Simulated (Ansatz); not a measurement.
Consider a periodic stack without vacuum, fcc Pd (0 0 1) on zinc-blende ZnSe (0 0 1) (film strained to the substrate, started from cuts of the bulks and a machine-learned relaxation; slabs Se6Zn5 and Pd12, which can lie off the formulas): substrate slab Se6Zn5, film Pd12, surface cells [[1, 0], [1, 1]] and [[0, -1], [2, 1]], film strained by +2.8 and +2.8 %, outermost planes Se/Se and Pd/Pd as cut, which need not be the usual terminations and can put a slab off its formula. Its start:

```
CELL_PARAMETERS angstrom
      4.05491     0.00000     0.00956
      0.00000     4.05491     0.04875
      1.76010     1.02931    27.67361
ATOMIC_POSITIONS crystal
  Se 0.98151 0.50706 0.13173
  Se 0.65493 0.05438 0.02987
  Se 0.86793 0.43542 0.34280
  Se 0.41357 0.96837 0.23731
  Se 0.82664 0.29768 0.54970
  Se 0.33960 0.89755 0.44744
  Zn 0.93966 0.98652 0.18508
  Zn 0.50583 0.53070 0.07848
  Zn 0.85689 0.91771 0.39479
  Zn 0.38863 0.45098 0.29009
  Zn 0.34406 0.38007 0.49988
  Pd 0.51717 0.99665 0.68735
  Pd 0.01745 0.49370 0.68733
  Pd 0.05418 0.00779 0.61883
  Pd 0.53856 0.53525 0.61865
  Pd 0.45326 0.94098 0.82413
  Pd 0.95410 0.44094 0.82418
  Pd 0.98654 0.96804 0.75570
  Pd 0.48693 0.46882 0.75575
  Pd 0.36701 0.88213 0.96193
  Pd 0.89034 0.39848 0.96123
  Pd 0.91751 0.91481 0.89255
  Pd 0.41960 0.41472 0.89260
```

The start was prepared with a machine-learned potential, and the result is one local minimum, with the in-plane cell held and forces under 0.04 eV/Å; the film can end far from its bulk form.

Level of theory: PBE (plane waves to 420 eV, PAW; Ansatz, a quantum-chemistry and plane-wave program). Spin–orbit coupling is left out; the runs are not spin-polarised; PBE gaps are too small against experiment. Its k-point mesh 8×8×1, Fermi–Dirac width 0.05 eV.

**Question.** Predict the relaxed interface.

**Answer.** 
- interface area = 16.4 Å²
- period = 27.04 Å
- heights between the nearest atoms of the two slabs at the two interfaces = 1.47 and 1.48 Å
- Pd–Se contacts across the interfaces within 1.22 times the sum of covalent radii = 8, mean 2.55 Å
- Pd–Zn contacts across the interfaces within 1.22 times the sum of covalent radii = 2, mean 3.10 Å
- estimate of the barrier = withheld, since the Fermi level falls at or inside a band of the host, which a slab this thin can't settle
